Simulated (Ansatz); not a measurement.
Consider SnO2 in the rutile structure (space group P4_2/mnm, No. 136; a = 4.769 Å, c = 3.212 Å).

The values are results of Ansatz (a first-principles code), PBEsol, PAW, cutoff 420 eV, no spin-orbit coupling, not measurements.

For the base:

| Quantity | Result |
|---|---|
| Electron mass | 0.17 mₑ along c, 0.19 mₑ across (at Γ) |
| Pressure | 0.00 GPa |

It is then changed as follows: the cell is scaled by 1.0180 in all directions; the atoms relax in the strained cell.

### Question
What happens to the electron mass, mean gap deformation potential ΔEg/Δln V and pressure?

### Answer
The electron mass becomes 0.14 mₑ (at Γ) (base: 0.17 mₑ along c, 0.19 mₑ across (at Γ)); the mean gap deformation potential ΔEg/Δln V amounts to -10.2 eV; the pressure (mean of the normal stresses, compression positive) goes from zero to -9.14 GPa.

Effective masses come from finite differences of ±0.01 Å⁻¹. Whether these cells are dynamically stable was not tested.
